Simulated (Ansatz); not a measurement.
We consider CoP2 (P2₁/c, No. 14; cell taken from a computed entry), described by r²SCAN in Ansatz (plane waves, PAW).

Settings: plane-wave cutoff 560 eV, 8×6×8 k mesh (along the axes of the cell as run), Fermi–Dirac smearing 0.01 eV, no spin polarisation, scalar-relativistic PAW data made under PBE.

Cell (relaxed with PBEsol):

```
CELL_PARAMETERS angstrom
      5.47495     0.00000    -0.01362
      0.00000     5.48374     0.00000
     -2.29577     0.00000     5.05810
ATOMIC_POSITIONS crystal
  Co 0.27225 0.49897 0.78994
  Co 0.72775 0.50103 0.21006
  Co 0.72775 0.99897 0.71006
  Co 0.27225 0.00103 0.28994
  P  0.15713 0.87164 0.87064
  P  0.84287 0.12836 0.12936
  P  0.84287 0.37164 0.62936
  P  0.15713 0.62836 0.37064
  P  0.33956 0.37027 0.18330
  P  0.66044 0.62973 0.81670
  P  0.66044 0.87027 0.31670
  P  0.33956 0.12973 0.68330
```

**Question.** Estimate the band gap and Γ–Γ gap that the calculation returns.

**Answer.** 
* **band gap**: 0.61 eV (direct)
* **Γ–Γ gap**: 1.73 eV

Measured, for comparison: band gap 0.34 ± 0.03 eV (temperature not stated, the source names no phase, not corrected to a static lattice, transport: resistivity slope; as tabulated in Kang et al. (2022), doi:10.1039/d2ra04175h). Computed (rounded) less measured: band gap +0.27 eV.

Note: cell and atoms aren't relaxed at this level (largest force component 0.20 eV/Å, pressure 3.8 GPa); this cell isn't known to be the ambient phase, and symmetry holds it in the calculation.

The computed numbers hold no vibrational or temperature effects.

The result took very roughly 12 core-minutes.

Ansatz is a program for electronic structure.
